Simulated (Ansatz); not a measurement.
The starting structures come from a database of crystals and need not be the phases stable at ambient conditions.

 Where the default PAW files enter, the runs use the earlier of Ansatz's two default sets.

Consider the following.

```
Ba2ZrS4
1.0
    4.98920     0.00000     0.00000
    2.49460     8.32302     0.00000
    0.00000     1.49538     4.75983
Ba Zr S
2 1 4
Cartesian
  4.98920   6.92174   3.05505
  2.49460   2.89666   1.70478
  0.00000   0.00000   0.00000
  2.49460   0.00000   0.00000
  0.00000   0.74769   2.37991
  4.98920   3.95978   3.98559
  2.49460   5.85861   0.77423
```

Space group of this cell: I4/mmm. The cell is taken as given.

Transport runs along the normal of the first two printed cell vectors, the (101) plane of the conventional cell.

The gap is the functional's own, uncorrected, and κ follows it; spin-orbit coupling is left out. Mid-gap values are interpolated between the computed energies.

Q: Estimate the band gap and the smallest decay constant κ at mid-gap that Ansatz (a program for electronic structure) with r2SCAN returns for this system.

A: Gap 0.94 eV on a 6×6×6 mesh; κ = 0.142 1/Å, at (0.000, 0.500) of the in-plane reciprocal vectors. At the zone centre, at the nearest computed energy, the slowest state has κ = 0.14 1/Å.
